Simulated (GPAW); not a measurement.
A user runs GPAW on YMnSi (P4/nmm, 6 atoms in the cell) and asks whether the run is sound. The aim is a self-consistent single point with DFT PBEsol, plane waves, GPAW PAW datasets PBEsol (made by gpaw-setup).

Cell that was meant: a = 3.8647 Å, b = 3.8647 Å, c = 7.2329 Å, α = 90.00°, β = 90.00°, γ = 90.00°.

Part of the input:

```python
atoms.set_initial_magnetic_moments([1.0, 1.0, 4.0, 4.0, 0.0, 0.0])

calc = GPAW(spinpol=True,
            mode={'name': 'pw', 'ecut': 80},
            xc='PBEsol',
            kpts=(7, 7, 3),
            occupations={'name': 'marzari-vanderbilt', 'width': 0.05},
```

The program printed (abridged):

```
Input parameters:
  kpts: [7 7 3]
  maxiter: 100
  mode: {ecut: 80,
         name: pw}
  nbands: -14
   [... lines left out ...]
   5 Si     1.932341    0.000000    1.468924    ( 0.0000,  0.0000,  0.0000)

Unit cell:
           periodic     x           y           z      points  spacing
  1. axis:    yes    3.864682    0.000000    0.000000     8     0.4831
  2. axis:    yes    0.000000    3.864682    0.000000     8     0.4831
  3. axis:    yes    0.000000    0.000000    7.232873    15     0.4822

  Lengths:   3.864682   3.864682   7.232873
  Angles:   90.000000  90.000000  90.000000

Effective grid spacing dv^(1/3) = 0.4828
     iter     time        total  log10-change:  magmom
                         energy   eigst   dens
iter:   1 --:--:--    56.389545                   +10.0076
iter:   2 --:--:--    89.300593   -2.14  -0.73    +3.7170
iter:   3 --:--:--   117.700746   -2.30  -0.78    +0.2931
iter:   4 --:--:--   145.392274   -2.20  -0.82    +0.0896
iter:   5 --:--:--   195.376333   -0.33  -0.88    -0.1503
   [... 3 lines left out ...]
iter:   9 --:--:--   213.954728   -3.24  -1.48    -0.0132
iter:  10 --:--:--   214.030191   -4.54  -1.57    -0.0094
iter:  11 --:--:--   214.338816   -3.09  -1.63    -0.0041
   [... lines left out ...]
iter:  17 --:--:--   214.342357c  -6.18  -3.05    -0.0005
iter:  18 --:--:--   214.342620c  -6.97  -3.33    +0.0001
iter:  19 --:--:--   214.342729c  -7.26  -3.46    +0.0001
iter:  20 --:--:--   214.342790c  -7.59c -3.52    +0.0001
iter:  21 --:--:--   214.342855c  -7.37  -3.55    +0.0001
iter:  22 --:--:--   214.342854c  -8.67c -3.62    +0.0000
iter:  23 --:--:--   214.342871c  -8.39c -3.68    +0.0000
iter:  24 --:--:--   214.342884c  -8.43c -3.71    -0.0000
iter:  25 --:--:--   214.342912c  -7.14  -3.75    -0.0000
iter:  26 --:--:--   214.342912c  -9.46c -4.09c   -0.0000
Converged after 26 iterations.

Dipole moment: (-0.000000, -0.000000, 0.000000) |e|*Ang

Total magnetic moment: (0.000000, 0.000000, -0.000002)
Local magnetic moments:
   0 Y  ( 0.000000,  0.000000, -0.000000)
   1 Y  ( 0.000000,  0.000000, -0.000000)
   2 Mn ( 0.000000,  0.000000, -0.000000)
   3 Mn ( 0.000000,  0.000000, -0.000000)
   4 Si ( 0.000000,  0.000000,  0.000000)
   5 Si ( 0.000000,  0.000000,  0.000000)

Energy contributions relative to reference atoms: (reference = -262784.896223)

Kinetic:       -1066.302815
Potential:     +1208.296313
External:        +0.000000
XC:             +69.579431
Entropy (-ST):   -0.000290
Local:           +2.770272
SIC:             +0.000000
--------------------------
Free energy:   +214.342912
Extrapolated:  +214.342912

   [... lines left out ...]
Fermi level: 10.92751
No gap
   [... lines left out ...]
  1 Y     0.00000    0.00000    4.66915
  2 Mn    0.00000    0.00000    0.00000
  3 Mn    0.00000    0.00000    0.00000
  4 Si    0.00000    0.00000   -1.17796
  5 Si    0.00000    0.00000    1.17796

Stress tensor:
     5.844626     0.000000    -0.000000
     0.000000     5.844626     0.000000
    -0.000000     0.000000     5.304906
Stress (GPa, Voigt): [936.4123 936.4123 849.9397   0.      -0.       0.    ]
```

Can these results be used? Check the input.

The run is not sound. The fault is a basis or grid far too coarse for these potentials. The error of an incomplete plane-wave basis or grid does not cancel at such settings. To fix it, restore the cutoff that the potentials need and check convergence. The run converged in 26 iterations without an error; against the sound input the free energy goes up by 43.4 eV/atom, the pressure goes from -1.98 to -907.6 GPa, the largest force goes from 0.252 to 4.669 eV/Å and the size of the net moment goes from 0.63 to 0.00 μB/atom.

The sound input it was made from differs as follows (other fixes are possible):
```diff
-            mode={'name': 'pw', 'ecut': 80},
+            mode={'name': 'pw', 'ecut': 850},
```

With that input, the run converged in 18 iterations: free energy E − TS (from the program's reference atoms) -46.1258 eV; Fermi level (on the code's own zero) 8.14 eV; pressure -1.98 GPa; largest force (vector length) 0.252 eV/Å; size of the cell's spin moment 3.80 μB (DFT PBEsol, plane waves, GPAW PAW datasets PBEsol (made by gpaw-setup)).

On the sound input: the starting cell comes from a database of computed structures (which also holds hypothetical and non-ambient phases and stackings), without a prior relaxation at this level. Its lattice was rescaled by a random factor within 2.5 % of one. The magnetic order is the one reached from the typed start; others were not searched systematically.
